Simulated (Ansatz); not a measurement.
# Si with two functionals

The reference is Si in the diamond structure (space group Fd-3m, No. 227; a = 5.4699 Å).

(Cell as relaxed with PBE.)

Levels (all Ansatz, a first-principles code, PAW, earlier PAW set): PBE (420 eV, no spin-orbit coupling); r2SCAN (500 eV, no spin-orbit coupling).

Each level relaxes its own structure.

```tsv
quantity	PBE	r2SCAN
volume per atom	20.46 Å³	20.17 Å³
lattice parameter a	547.0 pm	544.4 pm
band gap	0.61 eV	0.78 eV
gap character	indirect, Γ → Γ–X (87 % along)	indirect, Γ → Γ–X (87 % along)
electron mass	0.94 mₑ along k, 0.20 mₑ across	0.91 mₑ along k, 0.19 mₑ across
hole mass (degenerate bands, along [100])	0.16, 0.27, 0.27 mₑ	0.17, 0.25, 0.25 mₑ
```

PBE's volume per atom lies 0.29 Å³ above r2SCAN's (1.4 %); PBE's lattice parameter a lies 2.6 pm above r2SCAN's (0.5 %); PBE's band gap lies 0.162 eV below r2SCAN's; the two agree on the gap character. Neither level is exact; r2SCAN is the comparison here, not a measurement.

Masses are band curvatures over ±0.01 Å⁻¹ around the edge. Along k means along the line from Γ to the band edge. Stability against distortions was not tested.
